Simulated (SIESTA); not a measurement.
Worked example: self-consistent single point of AlFe (Pm-3m, 2 atoms in the cell) in SIESTA.

Method: SIESTA with GGA PBEsol, numerical atomic orbitals DZP, PseudoDojo PBEsol standard norm-conserving potentials (rewritten from UPF to PSML).

```
CELL_PARAMETERS angstrom
      2.87795     0.00000     0.00000
      0.00000     2.87795     0.00000
      0.00000     0.00000     2.87795
ATOMIC_POSITIONS crystal
  Al 0.00000 0.00000 0.00000
  Fe 0.50000 0.50000 0.50000
```
Moments meant for the start (each program seeds them in its own way; μB, in the order of the atoms Al Fe): 0.0 4.0.

Reference input (self-consistent single point, DFT, GGA PBEsol, numerical atomic orbitals DZP, PseudoDojo PBEsol standard norm-conserving potentials (rewritten from UPF to PSML)): XC.functional = GGA; XC.authors = PBEsol; potentials = PseudoDojo PBEsol standard; PAO.BasisSize = DZP; PAO.EnergyShift = 0.01 Ry; MeshCutoff = 400 Ry; kgrid.MonkhorstPack = 8 8 8; OccupationFunction = FD; ElectronicTemperature = 50 meV; Spin = polarized; DM.InitSpin = [1 +0.00, 2 +4.00]; MaxSCFIterations = 150. This run's input differs from it in these lines:

```diff
@@ -28,5 +28,5 @@
 %block kgrid.MonkhorstPack
-    8   0   0  0.0
-    0   8   0  0.0
-    0   0   8  0.0
+   11   0   0  0.0
+    0  11   0  0.0
+    0   0  11  0.0
 %endblock kgrid.MonkhorstPack
```

Log, with long lists cut:

```
        iscf     Eharris(eV)        E_KS(eV)     FreeEng(eV)     dDmax    Ef(eV) dHmax(eV)
   scf:    1    -3425.181741    -3459.477917    -3459.495541  0.691528 -3.022827 21.298369
     spin moment: {S} , |S| = {        0.0        0.0    2.50729 }     2.50729
   scf:    2    -3472.567235    -3467.005354    -3467.025624  0.072613 -3.986246 11.211146
     spin moment: {S} , |S| = {        0.0        0.0    2.41793 }     2.41793
   scf:    3    -3470.179659    -3469.713391    -3469.736292  0.087018 -5.173677  0.871739
     spin moment: {S} , |S| = {        0.0        0.0    2.22917 }     2.22917
   [... lines left out ...]
     spin moment: {S} , |S| = {        0.0        0.0    0.71203 }     0.71203
   scf:   18    -3470.092376    -3470.092383    -3470.110940  0.000137 -5.897196  0.003839
     spin moment: {S} , |S| = {        0.0        0.0    0.71269 }     0.71269
   scf:   19    -3470.092381    -3470.092382    -3470.110946  0.000640 -5.896375  0.001055
     spin moment: {S} , |S| = {        0.0        0.0    0.71292 }     0.71292
   scf:   20    -3470.092379    -3470.092380    -3470.110946  0.000029 -5.896240  0.000988
     spin moment: {S} , |S| = {        0.0        0.0    0.71299 }     0.71299
SCF Convergence by DM+H criterion
max |DM_out - DM_in|         :     0.0000288146
max |H_out - H_in|      (eV) :     0.0009875646
SCF cycle converged after 20 iterations

Using DM_out to compute the final energy and forces

siesta: E_KS(eV) =            -3470.0924

siesta: E_KS - E_eggbox =     -3470.0924

siesta: Atomic forces (eV/Ang):
     1    0.000000   -0.000000    0.000000
     2   -0.000000   -0.000000   -0.000000
   Tot   -0.000000   -0.000000   -0.000000
   Max    0.000000
   Res    0.000000    sqrt( Sum f_i^2 / 3N )
   Max    0.000000    constrained

Stress tensor Voigt[x,y,z,yz,xz,xy] (kbar):       65.32       65.32       65.32        0.00       -0.00        0.00
(Free)E + p*V (eV/cell)    -3471.0827
Target enthalpy (eV/cell)    -3470.1109

siesta: Program's energy decomposition (eV):
siesta: FreeEng =     -3470.110946

   [... lines left out ...]
siesta: Cell volume =         23.836873 Ang**3
siesta:         -65.31603280        -65.31603280  kBar
   [... lines left out ...]
   2  7.212   0.922  -0.093   0.079   0.999   0.999   0.999   0.135   0.135
              0.135   0.645   0.645   0.614   0.645   0.614  -0.040  -0.040

             -0.070  -0.040  -0.070

mulliken: Qtot =        9.144

Mulliken Atomic Populations:
Atom #   charge [q] valence [e]      Sz [e]  Species
     1    -0.759193    3.759193   -0.103092  Al
     2     0.759193   15.240807    0.816080  Fe
 Total     0.000000                0.712988
```

The run converged in 20 iterations. Against the reference run the free energy goes down by 1.4 meV/atom, the pressure goes from -6.37 to -6.53 GPa and the size of the net moment hardly changes (0.38 to 0.36 μB/atom).

The starting cell comes from a database of computed structures (which also holds hypothetical and non-ambient phases and stackings), without a prior relaxation at this level. Its lattice was rescaled by a random factor within 2.5 % of one. The moments shrank to a small part of their start, a low-spin state that need not be the lowest. Values carry the incompleteness of an atom-centred basis. With a pressure of about -7 GPa the cell is away from its equilibrium volume at this level.

Cost on one core of a shared machine: roughly 2 min.
